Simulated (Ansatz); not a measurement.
Functionals compared on a constructed model of the (0001) surface of hcp Ru, a pseudomorphic layer of Ta in the host's stacking (bottom of the slab: a bare face, its two planes held), in Ansatz (plane waves, PAW). The structure was relaxed with PBE; the other rows are single points on it. Cutoff 420 eV (500 eV for r2SCAN).

Model: 7-atom slab, 13.6 Å thick at the start with caps and adatoms (thin: gaps and levels are the slab's own), 16x16x1 mesh, Fermi-Dirac 0.1 eV, dipole correction, 2 atoms held, the rest relaxed; held to the start's symmetry, so lower structures may exist; no spin, no spin-orbit, no U. In PBE it is, or lies within 0.01 eV a 1x1 cell of, the lowest of the 2 structures of its composition computed so far; subsurface sites and larger cells were not tried. These notes are the PBE run's.

| functional | work function of the top face (eV) | rough cost of the single point |
|---|---|---|
| PBE | 5.20 | – |
| RPBE | [?] | roughly 30 core-seconds |
| r2SCAN | 5.30 | around 60 core-seconds (rough) |

Task: Complete the blanks.

Result: 
- RPBE, work function of the top face (eV): 5.07

Ansatz is an electronic-structure program.
